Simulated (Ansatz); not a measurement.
# Worked example: self-consistent single point of NbRu3 (P4mm, 4 atoms in the cell) in Ansatz

Method of the run: LDA (PW92), default PAW files made with PBE (plane waves; Ansatz, an electronic-structure program).

The input file:

Ansatz 0.2 input:
```yaml
# NbRu3
crystal:
  lattice:
    - [3.865684, 0.000000, 0.000000]
    - [0.000000, 3.865684, 0.000000]
    - [0.000000, 0.000000, 3.865684]
  atoms:
    - { symbol: Nb, position: [0.000000, 0.000000, 0.012934] }
    - { symbol: Ru, position: [0.000000, 0.500000, 0.500000] }
    - { symbol: Ru, position: [0.500000, 0.000000, 0.500000] }
    - { symbol: Ru, position: [0.500000, 0.500000, 0.000000] }
basis:
  ecutwfc: 420.0
kpoints:
  mp_grid:
    grid: [9, 9, 9]
hamiltonian:
  xc: lda
  pseudopotentials:
    kind: paw
scf:
  occupations:
    method: gaussian
    width: 0.1
output:
  forces: true
  eigenvalues: true
  stress: true
```

Output (repeated stretches shortened):

```
WARN ansatz: RAYON_NUM_THREADS=1 ignored (pool sized by the plan → 1); use --threads N
Pseudopotentials: kind: paw
Pseudopotential: Nb, paw, valence charge 13
Pseudopotential: Ru, paw, valence charge 16
Crystal: 4 atoms, lattice volume = 57.767 Å³
Basis set: ecut = 420 eV, 1141 PW (Γ)
Bands: 37, of which v1, the nominal top of the filled ones, is band 31 counted from 1 (30 counted from 0)
Symmetry: 8 space group operations
Space group: P4mm (ITA 99), of the structure as read, at distance tolerance 3.9e-5 Å
k-points: 75 of 729 (time reversal used)
PAW frozen core: Nb, regenerated for the run's functional, and the local potential with it
PAW frozen core: Ru, regenerated for the run's functional, and the local potential with it
Initial density: superposition of atomic densities (neutral atoms: chi_scale 0, normalization atom), corrected by the library's trained network
Initial wavefunctions: pseudopotential atomic-orbital guess
Eigensolver: davidson
Functional: x = slater, c = lda
SCF iter   1: F=—  HF=-21717.918246 eV  |F-HF|=—  |Δ(HF+E_count)|=         —  Δρ=9.82e-3  dr2=4.11e-2  ethr=1.77e-3  ⟨swp⟩=5.1  Hψ=9325  notcnv=0
all-band conjugate gradients solve this SCF's bands
preconditioner: auto → Kerker (q_TF=auto, 2.753 Å⁻¹)
SCF iter   2: F=—  HF=-21717.915312 eV  |F-HF|=—  |Δ(HF+E_count)|=   2.93e-3  Δρ=4.41e-3  dr2=7.74e-3  ethr=6.74e-5  ⟨swp⟩=1.4  Hψ=3851  notcnv=0
SCF iter   3: F=—  HF=-21717.914446 eV  |F-HF|=—  |Δ(HF+E_count)|=   8.67e-4  Δρ=6.49e-4  dr2=1.07e-4  ethr=1.27e-5  ⟨swp⟩=2.2  Hψ=3880  notcnv=0
SCF iter   4: F=—  HF=-21717.914438 eV  |F-HF|=—  |Δ(HF+E_count)|=   7.67e-6  Δρ=8.35e-5  dr2=3.89e-6  ethr=1.76e-7  ⟨swp⟩=2.1  Hψ=4395  notcnv=0
SCF iter   5: F=—  HF=-21717.914436 eV  |F-HF|=—  |Δ(HF+E_count)|=   1.96e-6  Δρ=2.96e-5  dr2=6.46e-7  ethr=6.38e-9  ⟨swp⟩=2.1  Hψ=3848  notcnv=0
SCF iter   6: F=-21717.914436 eV  HF=-21717.914436 eV  |F-HF|=3.22e-9  |Δ(HF+E_count)|=   9.02e-8  Δρ=5.53e-6  dr2=1.20e-8  ethr=1.64e-10  ⟨swp⟩=6.0  Hψ=11534  notcnv=0
SCF 1 converged in 6 iterations: F = -21717.914436 eV  dr2 = 1.20e-8
SCF converged after 6 iterations
Free energy (F): -21717.914436 eV
Harris-Foulkes:  -21717.914436 eV  (|F-HF|=3.22e-9)
Internal energy: -21717.885058 eV  (E = F + TS)
E sigma→0 (E₀):  -21717.899747 eV
Entropy (-TS):   -0.029378 eV (-7.345 meV/atom)
Fermi energy:    21.657781 eV
--- Per-component energies (eV) ---
  E_band       = -244.392054
  E_kinetic    = 1942.122623
  E_local      = -4614.399053  (includes V_loc(G=0)·N_el)
  E_nonlocal   = 1169.516814
  E_hartree    = 1487.775393
  E_xc         = -744.318571
  E_vxc        = -930.995840  (∫ρ·V_xc dr)
  E_paw        = -12989.515882  (= ΣΔE_a)
  E_vpaw       = -786.183447  (= ΣTr[D̂ρ^β])
  E_aug_tail   = -0.000666  (compensation charges beyond the density's cutoff)
  E_ewald      = -7971.206464
  E_core_change = 2.140749  (= ΣΔE_core)
  E_smearing   = -0.029378  (= −TS)
  E_closure    = 0.000000  (closes the sum)
  Σ components = -21717.914436   (vs F -21717.914436, Δ=0.00e0)
--- Forces (eV/Å), atoms counted from 1 ---
  atom   1  Nb    -0.00000000     0.00000000    -0.32214815
  atom   2  Ru     0.00000000     0.00000000     0.16948060
  atom   3  Ru     0.00000000     0.00000000     0.16948060
  atom   4  Ru    -0.00000000     0.00000000    -0.01682280
  max |Σ_I F_I| component: 9.75e-6 eV/Å
--- Stress (GPa, compression-positive) ---
       -8.419900       0.000000       0.000000
        0.000000      -8.419900       0.000000
        0.000000       0.000000      -8.464456
  P = ⅓ Tr σ = -8.4348 GPa (-84.348 kbar)
  The stress holds the Pulay correction. Without it, at fixed plane waves, as pw.x and ABINIT print it: P = -8.4596 GPa
--- Band table (eV; the first three rows and the last of 75) ---
  k-point 0: bands = ["-50.6553", "-50.5113", "-50.5106", "-32.8878", "-20.9649", "-20.9640", "-20.9640", "-20.5649", "-20.5645", "-20.5645", "-20.3645", "-20.3633", "-20.3633", "-9.0136", "-9.0134", "-9.0134", "14.4045", "15.9277", "15.9286", [...]
  k-point 1: bands = ["-50.6514", "-50.5151", "-50.5106", "-32.8882", "-20.9534", "-20.9534", "-20.9471", "-20.5680", "-20.5680", "-20.5662", "-20.3830", "-20.3706", "-20.3706", "-9.0248", "-9.0163", "-9.0163", "14.5797", "16.0464", "16.0637", [...]
  k-point 2: bands = ["-50.6404", "-50.5261", "-50.5105", "-32.8890", "-20.9240", "-20.9240", "-20.8957", "-20.5793", "-20.5793", "-20.5697", "-20.4360", "-20.3888", "-20.3888", "-9.0531", "-9.0236", "-9.0236", "15.0799", "16.3557", "16.4446", [...]
  k-point 74: bands = ["-50.5611", "-50.5569", "-50.5563", "-32.8846", "-21.1559", "-20.8951", "-20.8948", "-20.8942", "-20.4109", "-20.4096", "-20.3664", "-20.3662", "-20.3653", "-9.0437", "-9.0387", "-9.0385", "16.2817", "16.3441", "16.3448", [...]
```

The run converged in 6 iterations.

The starting cell comes from a database of computed structures (which also holds hypothetical and non-ambient phases and stackings), without a prior relaxation at this level. Its lattice was rescaled by up to half a per cent. One atom was moved a little off its site on purpose. Spin polarisation is off. With a pressure of about -8 GPa the cell is away from its equilibrium volume at this level. Ansatz's pressure includes its estimate of the finite-basis (Pulay) stress.
